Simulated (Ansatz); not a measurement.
## BP, response to strain

The reference is BP in the zinc blende structure (space group F-43m, No. 216; a = 4.520 Å).

Strains are applied to the cell and any free atomic positions relax.

All numbers come from PBEsol (Ansatz, a quantum-chemistry and plane-wave program; PAW; 420 eV plane waves; no SOC).

Candidates:
(a) isotropic strain −2.50 %
(b) isotropic strain +0.50 %
(c) isotropic strain +2.50 %

Base values:

The band gap is 1.11 eV.

### Question
Order them by band gap, highest first.

### Answer
(c) isotropic strain +2.50 % (1.21 eV), (b) isotropic strain +0.50 % (1.13 eV), (a) isotropic strain −2.50 % (1.00 eV)

Stability against distortions was not tested.
